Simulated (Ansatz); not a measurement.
Consider interstitial H in hcp Mg, neutral cell. The step: H moves alone to another site; the atom moves 2.01 Å along (0.67, 0.34, -0.15) of the unit cell; the moving atom starts with neighbours 3 Mg at 1.99, Mg at 2.06 Å and ends with 3 Mg at 2.25, 3 Mg at 2.26 Å. A PBE band in Ansatz (plane-wave PAW, a 3×3×3 k-point mesh shifted by half a step along c, 36 host sites, 17 SCF runs with any check of the saddle's order, static, no finite-size correction) gives a forward barrier of 0.22 eV. The saddle point's order was not checked, and it lies on a symmetry element of the cell, where a band can be held. Sites that were not tried may lie lower.

Single points at the band's start and saddle point can refine it. Rough cost of one point, in units of the band's mean SCF on the same machine:

```json
[
 {"Level": "PBE, a 5×5×5 k-point mesh shifted by half a step along c", "Cost of one point": "about 5"},
 {"Level": "r2SCAN at 500 eV, a 3×3×3 k-point mesh shifted by half a step along c", "Cost of one point": "about 2"}
]
```

**Question.** Which of these move the barrier by more than 0.1 eV, and how far does each move it?

**Answer.** Not one does. PBE, a 5×5×5 k-point mesh shifted by half a step along c: -0.01 eV; r2SCAN at 500 eV, a 3×3×3 k-point mesh shifted by half a step along c: +0.05 eV. Each functional is compared with PBE at the same k-points.

Ansatz is a program for electronic structure.
